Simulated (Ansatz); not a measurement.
Band structure of a sheet of PbSe (4 atoms in the cell).

```yaml
crystal:
  lattice:
    - [4.69192, 0.00000, 0.00000]
    - [-2.34596, 4.06332, 0.00000]
    - [0.00000, 0.00000, 20.01437]
  atoms:
    - { symbol: Pb, position: [0.66667, 0.33333, 0.42001] }
    - { symbol: Pb, position: [0.66667, 0.33333, 0.57999] }
    - { symbol: Se, position: [0.33333, 0.66667, 0.34975] }
    - { symbol: Se, position: [0.33333, 0.66667, 0.65025] }
```

Computed with LDA (PW92), default PAW files made with PBE (plane waves; Ansatz, a program for electronic structure).

Settings: basis.ecutwfc = 420 eV; kpoints.mp_grid.grid = 8 8 1; hamiltonian.xc = lda; hamiltonian.pseudopotentials = {kind: paw} (the program's default PAW files); scf.occupations.method = methfessel_paxton; scf.occupations.width = 0.272 eV; kpoints.band_path.path = [[0.0, 0.0, 0.0], [0.5, 0.0, 0.0], [0.33333333, 0.33333333, 0.0], [0.0, 0.0, 0.0]]; kpoints.band_path.npoints = 16.

The starting cell was generated: these elements placed on a structure prototype, without a prior relaxation; it need not be a known phase or ordering of this composition. Spin-orbit coupling is off.

Levels in eV from the Fermi level, bands 27 to 34:
```tsv
point	27	28	29	30	31	32	33	34
Γ	-0.95	-0.95	-0.58	-0.44	-0.14	2.29	2.29	3.31
M	-1.72	-1.55	-1.46	-0.52	0.84	2.18	2.48	2.70
K	-1.90	-1.70	-1.30	-0.43	1.56	2.12	2.33	3.27
```

Bands cross the Fermi level along this path, so the cell is metallic at this level.

Keys are those of Ansatz 0.2.
